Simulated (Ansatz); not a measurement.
A periodic model of amorphous Si24O48Cu:

```xyz
73
Lattice="10.4264 -0.5213 -0.0323 -0.5213 10.3183 0.3249 -0.0323 0.3249 10.2552" Properties=species:S:1:pos:R:3 pbc="T T T"
Si     0.9269     3.9281     1.1462
Si     7.0252     6.5887     2.1694
Si     9.5239     6.3454     7.6403
Si     9.6225     2.0096     9.4174
Si     5.6552     7.5678     9.7653
Si     0.5817     0.4719     2.6923
Si     9.1556     4.3555     3.0830
Si     5.9518     1.6590     1.3513
Si     8.3297     1.5338     3.5226
Si     2.6723     5.1606     7.2653
Si     0.6464     6.8748    10.1874
Si     6.9639     3.0300     8.9944
Si     5.6652     5.4388     7.3163
Si     8.8220     8.5454     8.2399
Si     4.0954     9.1531     6.3200
Si     2.9654     2.1791     2.4964
Si     9.3542     8.0559     1.0700
Si     2.4254     0.8651     5.0306
Si     0.2428     5.1166     5.5989
Si     2.9594     7.8176     8.9427
Si     1.0494     2.6742     7.0649
Si     7.0316     9.7967     6.1127
Si     7.0814     0.3116     9.6137
Si     5.9885     7.2445     4.9870
O      5.9859     6.8716     3.3993
O      2.0350     3.7519     7.8187
O      6.2504     6.3327     0.7458
O      3.3157     8.8018     7.7020
O      4.2054     4.8995     6.8177
O      6.3568     2.8259     0.2577
O      8.0289     0.7405     4.9050
O     -0.1158     6.1997     8.9112
O      7.0023     1.5320     2.5814
O      6.6595     1.4690     8.4925
O      1.9223     1.4278     6.4669
O      5.5523     6.6758     8.3912
O      0.2966     3.4891     5.8479
O      8.5907     3.2365     9.0722
O      7.1118     8.4202     5.2298
O      3.0646    10.0663     5.4687
O      1.9353     1.0344     1.9666
O      7.9236     7.9151     1.8398
O      9.2697     8.9084     9.7614
O      1.5719     8.1448     9.7326
O      8.0502     9.6988     7.4060
O     -0.2150     9.5247     2.0715
O      4.4500     1.9969     1.8751
O      9.4520     5.2388     6.4779
O      6.4195     4.1641     7.9842
O      9.9252     3.7594     1.7994
O      2.7404     6.2938     8.4119
O      2.2018     3.5521     2.0944
O      6.0594     0.1988     0.5994
O      9.6708     0.8944     2.7976
O      4.1083     7.9521    10.0873
O      8.1169     7.0240     8.2009
O      6.3749     5.9629     5.9338
O      6.4575     9.0239     9.5466
O     -0.2742     8.4376     7.4009
O      1.7146     5.6970     6.0368
O      1.1130     0.1727     4.2495
O      3.0220     2.0940     4.1316
O      8.5428     3.0964     3.9156
O      8.6298     0.8125    10.0275
O     10.0552     6.5857     1.0126
O      4.5131     7.8272     5.4419
O      1.5191     5.3078     0.5278
O     -0.0396     2.0316     8.0904
O      7.9459     5.3269     2.6162
O      5.4841     9.9730     6.6215
O      0.4635     2.7098     0.1447
O     -0.1225     5.5407     4.0762
Cu    -0.0858     8.6247     5.3225
```

Level of theory: PBE, scalar-relativistic without spin-orbit coupling (plane waves to 420 eV, PAW; Ansatz, a first-principles code). In the spin-polarised cell the level spacing at the Fermi energy can part levels of unlike spin.

The cell was made by melting and quenching with the CHGNet potential and then relaxed with DFT. O atoms were pushed apart under 1.9 Å during the dynamics, to hinder bonds among them. The hot cell started wider than the set density and was brought back towards it in steps. It is the lowest in DFT energy of 2 quenches. It is a model cell: composition and starting density were chosen by hand, and all elements were melted together. No dispersion term was used. Its density started from a set value of 2.27 and ended at 2.27 g/cm³. Cooling (nominally 400 K/ps over its main leg) ran many orders faster than in experiment, which tends to leave more defects and strain. Values belong to this one cell and scatter from quench to quench. The volume was held where the preparation left it and the shape relaxed, at a PBE pressure of 0.9 GPa. Stress components on the final sampling reach 0.9 GPa. On a 2×2×2 Γ-centred mesh force components of up to 0.34 eV/Å stay, since the relaxation ran on the zone centre alone.

Bonds are counted up to Si-Si 2.60 Å, Si-O 1.90 Å, Si-Cu 2.67 Å, O-O 1.58 Å, O-Cu 2.38 Å, Cu-Cu 2.90 Å. Two cations that share two anions don't count as bonded, nor two that share one unless they lie closer than Si-Si 2.38 Å, Si-Cu 2.60 Å, Cu-Cu 2.82 Å.

**Question.** Give the coordination numbers, mean bond lengths and angles.

**Answer.** 
The mean coordination of Si by anions comes out as 4.00 (24 with 4) and the mean coordination of O is 2.04 (46 with 2, 2 with 3). The mean coordination of Cu by anions is 2.00 (1 with 2), the mean Si-O bond comes out as 1.637 Å (spread 0.020 Å, 96 counted) and the mean O-Cu bond comes out as 2.109 Å (spread 0.013 Å, 2 counted). The bond angle at Si is mean 109.4°, spread 5.0°. The bond angle at O is mean 134.4°, spread 17.4°.

**Question.** Which atoms depart from the most common coordination of their element?

**Answer.** O59 has 3 (Si14 1.71 Å, Si3 1.71 Å, Cu73 2.10 Å); O61 has 3 (Si6 1.67 Å, Si18 1.68 Å, Cu73 2.12 Å).

**Question.** List the pairs of like atoms that count as bonded by the rules above.

**Answer.** There are none by these rules.
